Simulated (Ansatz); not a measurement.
Hypothetical fluorite PdCl2: response to strain

Start from PdCl$_{2}$ in the fluorite structure (space group Fm-3m, No. 225; a = 6.321 Å; ferromagnetic; a hypothetical phase, not in the database extracts checked; relaxed with 0.1 eV smearing).

Strains are applied to the cell and any free atomic positions relax.

Method: DFT with PBE, PAW potentials and a 420 eV plane-wave cutoff in Ansatz (a quantum-chemistry and plane-wave program), no SOC.

Notes on the quantities. energy relative to the base: free energy F.

| isotropic strain (%) | energy relative to the base (meV/atom) |
|---|---|
| -1.2 | 5.0 |
| -0.8 | ? |
| 0 | 0.0 |
| 1.12 | 3.9 |
| 3.02 | 26.5 |
| 3.25 | 30.4 |

Question: Fit ΔE = Aε² + Bε³ (ε in %) to the rows shown and predict the withheld row.

Answer: Least squares on the printed values gives A = 3.30 and B = -0.13 meV/atom (largest residual 0.1 meV/atom); this predicts 2.2 meV/atom, and the run gives 2.2 meV/atom, in agreement.

The magnetic state is the one reached from the starting moments; the real material's order can differ, and small cells can't hold many antiferromagnetic ones. Stability against distortions was not tested. No Hubbard U is applied, and correlation can decide whether such a compound is a metal.
